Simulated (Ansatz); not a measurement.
A zone-centre phonon calculation of LaPt3 (Pm-3m, 4 atoms in the cell) with Ansatz (a program for electronic structure).

Computed with LDA (PW92), default PAW files made with PBE (plane waves; Ansatz).

```
CELL_PARAMETERS angstrom
      4.19336     0.00000     0.00000
      0.00000     4.19336     0.00000
      0.00000     0.00000     4.19336
ATOMIC_POSITIONS crystal
  La 0.00000 0.00000 0.00000
  Pt 0.00000 0.50000 0.50000
  Pt 0.50000 0.00000 0.50000
  Pt 0.50000 0.50000 0.00000
```

Reference input (self-consistent single point, DFT, LDA (PW92), plane waves, default PAW files made with PBE): basis.ecutwfc = 420 eV; kpoints.mp_grid.grid = 8 8 8; hamiltonian.xc = lda; hamiltonian.pseudopotentials = {kind: paw} (the program's default PAW files); scf.occupations.method = gaussian; scf.occupations.width = 0.1 eV. This run's input differs from it in these lines:

Ansatz 0.2 input:
```diff
@@ -11,3 +11,3 @@
 basis:
-  ecutwfc: 420.0
+  ecutwfc: 210.0
 kpoints:
@@ -19,6 +19,4 @@
   occupations: { method: gaussian, width: 0.1 }
-output:
-  forces: true
-  eigenvalues: true
-  stress: true
+phonons:
+  method: dfpt
```

The program printed (abridged):

```
SCF iter   1: F=—  HF=-42793.482941 eV  |F-HF|=—  |Δ(HF+E_count)|=         —  Δρ=1.03e-1  dr2=5.34e0  ethr=1.77e-3  ⟨swp⟩=4.1  Hψ=14738  notcnv=0
all-band conjugate gradients solve this SCF's bands
preconditioner: auto → Kerker (q_TF=auto, 2.672 Å⁻¹)
SCF iter   2: F=—  HF=-42792.077987 eV  |F-HF|=—  |Δ(HF+E_count)|=    1.40e0  Δρ=5.04e-2  dr2=1.02e0  ethr=1.77e-3  ⟨swp⟩=2.0  Hψ=10113  notcnv=0  defer=168
   [... lines left out ...]
SCF iter   7: F=—  HF=-42791.680621 eV  |F-HF|=—  |Δ(HF+E_count)|=   4.77e-7  Δρ=8.74e-6  dr2=1.37e-7  ethr=2.61e-9  ⟨swp⟩=2.1  Hψ=6144  notcnv=0  defer=227
SCF iter   8: F=—  HF=-42791.680621 eV  |F-HF|=—  |Δ(HF+E_count)|=   3.12e-8  Δρ=1.41e-6  dr2=3.10e-9  ethr=2.10e-10  ⟨swp⟩=2.0  Hψ=6404  notcnv=0  defer=227
SCF iter   9: F=—  HF=-42791.680621 eV  |F-HF|=—  |Δ(HF+E_count)|=  7.93e-10  Δρ=3.72e-7  dr2=2.20e-10  ethr=4.77e-12  ⟨swp⟩=2.0  Hψ=6815  notcnv=0  defer=227
SCF iter  10: F=-42791.680621 eV  HF=-42791.680621 eV  |F-HF|=2.18e-11  |Δ(HF+E_count)|=  6.55e-11  Δρ=6.86e-8  dr2=4.86e-12  ethr=1.00e-12  ⟨swp⟩=8.6  Hψ=24564  notcnv=0
SCF 1 converged in 10 iterations: F = -42791.680621 eV  dr2 = 4.86e-12
DFPT response loops at Γ: preconditioner auto → Kerker (q_TF=auto, 2.672 Å⁻¹) (partly filled bands, converged f_vac=0.000) …
Free energy (F): -42791.680621 eV
Internal energy: -42791.670459 eV  (E = F + TS)
E sigma→0 (E₀):  -42791.675540 eV
Entropy (-TS):   -0.010162 eV (-2.541 meV/atom)
Fermi energy:    19.200330 eV
--- Phonons (Γ-DFPT): 3 representative perturbations + reference, on 125 of 512 k-points (Σ response iterations 9) ---
  k mesh reduced under 8 symmetry operations, with k and −k counted as one. Each operation leaves every solved displacement unchanged or reverses it
  ASR residual: 5.771e-5 → 0.000e0 eV/Å²; symmetrization residual: 1.612e-5 eV/Å²
  ASR residual per site (eV/Å²): 3.10e-5 5.77e-5 5.77e-5 5.77e-5
  Γ frequencies (cm⁻¹): 0.00 0.00 0.00 101.78 101.78 101.78 123.21 123.21 123.21 195.86 195.86 195.86
  non-analytic LO–TO correction: not included (Born effective charges unavailable; polar crystals: no LO–TO splitting at Γ)
```

The run converged in 10 iterations. 

Summary of the result:
- Free energy E − TS (on the zero of these files) = -42791.6806 eV
- Fermi level (on the code's own zero) = 19.20 eV
- Zone-centre frequencies (cm⁻¹; negative means imaginary) = 0, 0, 0, 102, 102, 102, 123, 123, 123, 196, 196, 196

The starting cell comes from a database of computed structures (which also holds hypothetical and non-ambient phases and stackings), without a prior relaxation at this level. Its lattice was rescaled by up to half a per cent. Spin polarisation is off. The cutoff lies below the one recommended for these files.

Cost on one core of a shared machine: roughly 60 s.
